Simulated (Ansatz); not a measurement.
# Cu, response to strain

Consider Cu in the fcc (Cu type) structure (space group Fm-3m, No. 225; a = 3.518 Å; relaxed with 0.1 eV smearing). Axes: x, y, z lie along the cube axes.

Strains are applied to the cell and any free atomic positions relax; under biaxial strain the out-of-plane vector relaxes too.

Computed with Ansatz (a quantum-chemistry and plane-wave program) LDA, no spin-orbit coupling.

Candidates:
(a) biaxial strain −0.83 %, plane normal [111], relaxed out of plane
(b) biaxial strain +0.83 %, plane normal [111], relaxed out of plane
(c) biaxial strain −2.50 %, plane normal [111], relaxed out of plane

Q: Order them by out-of-plane strain, lowest first.

A: (b) biaxial strain +0.83 %, plane normal [111], relaxed out of plane (-0.62 %), (a) biaxial strain −0.83 %, plane normal [111], relaxed out of plane (+0.62 %), (c) biaxial strain −2.50 %, plane normal [111], relaxed out of plane (+1.89 %)

Whether these cells are dynamically stable was not tested. All final runs are without spin polarisation.
